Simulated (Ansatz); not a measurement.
# Quick settings and what they miss: LiNbO₃ (R-3, 10 atoms in the cell)

Self-consistent single point.

```
CELL_PARAMETERS angstrom
      2.63793     1.52301     4.83772
     -2.63793     1.52301     4.83772
      0.00000    -3.04602     4.83772
ATOMIC_POSITIONS crystal
  Li 0.63781 0.63781 0.63781
  Li 0.36219 0.36219 0.36219
  Nb 0.85560 0.85560 0.85560
  Nb 0.14440 0.14440 0.14440
  O  0.04584 0.43784 0.78391
  O  0.95416 0.56216 0.21609
  O  0.78391 0.04584 0.43784
  O  0.21609 0.95416 0.56216
  O  0.43784 0.78391 0.04584
  O  0.56216 0.21609 0.95416
```

Method of the run: r2SCAN, PAW files made with PBE (plane waves; Ansatz, an electronic-structure program).

Base settings: basis.ecutwfc = 500 eV; kpoints.mp_grid.grid = 6 6 6; hamiltonian.xc = r2scan; hamiltonian.pseudopotentials = {kind: paw} (the program's default PAW files); scf.occupations.method = fixed.

Tight run (finer mesh or higher cutoff; not a proven limit): basis.ecutwfc: 500 eV → 700 eV; kpoints.mp_grid.grid: 6 6 6 → 9 9 9; scf.convergence.dr2_threshold: default (1e-07 eV) → 1e-09 eV. It gave top of the valence band (on the code's own zero) 5.50 eV; gap on the k-point mesh 4.26 eV; pressure -8.03 GPa; largest force (vector length) 0.815 eV/Å.

Quick runs, as changes from the base:
- A: the base itself
- B: basis.ecutwfc: 500 eV → 210 eV; kpoints.mp_grid.grid: 6 6 6 → 8 8 8; hamiltonian.xc: r2scan → lda [LDA (PW92)]
- C: basis.ecutwfc: 500 eV → 350 eV; kpoints.mp_grid.grid: 6 6 6 → 4 4 4; scf.occupations.method: fixed → fermi_dirac; scf.occupations.width: default → 0.136 eV
- D: basis.ecutwfc: 500 eV → 300 eV; kpoints.mp_grid.grid: 6 6 6 → 1 1 1; kpoints.mp_grid.shift: default → 0.5 0.5 0.5
- E: basis.ecutwfc: 500 eV → 250 eV; kpoints.mp_grid.grid: 6 6 6 → 2 2 2; scf.convergence.dr2_threshold: default (1e-07 eV) → 0.001 eV
- F: basis.ecutwfc: 500 eV → 300 eV; kpoints.mp_grid.shift: default → 0.5 0.5 0.5

Dashes: energy of B, another energy zero; count of B, another kind of functional, whose work the count does not hold.

Gaps are read on each run's own mesh, which may miss the band edges.

† marks runs with another functional, U, potentials or spin treatment: their distance from the tight run is not a convergence error alone.

The count of work is k-points × plane waves × bands × iterations; it is no time. 

Pressures in the table are Ansatz's without its Pulay estimate, at a fixed set of plane waves; the tight run's value above holds the estimate.

The starting cell comes from a database of computed structures (which also holds hypothetical and non-ambient phases and stackings), without a prior relaxation at this level. Its lattice was rescaled by a random factor within 2.5 % of one. In the base run, with a pressure of about -8 GPa the cell is away from its equilibrium volume at this level.

```
run  energy less tight (meV/atom)  pressure less tight (GPa)  largest miss in a force vector (eV/Å)  gap on the mesh less tight (eV)  count of work / tight
---  ----------------------------  -------------------------  -------------------------------------  -------------------------------  ---------------------
A                             3.0                      -0.05                                  0.002                           -0.013                   0.17
B†                              –                    -150.36                                  1.955                           -0.463                      –
C                            33.9                      -3.82                                  0.021                           -0.011                  0.036
D                            68.5                     -16.20                                  0.728                            0.603                 0.0018
E                           858.9                     -58.36                                  0.112                            0.043                 0.0040
F                           186.3                     -17.01                                  0.111                           -0.019                  0.076
```

Among the runs at the tight run's level, the energy misses run from 3.0 to 858.9 meV/atom.

Keys are those of Ansatz 0.2.
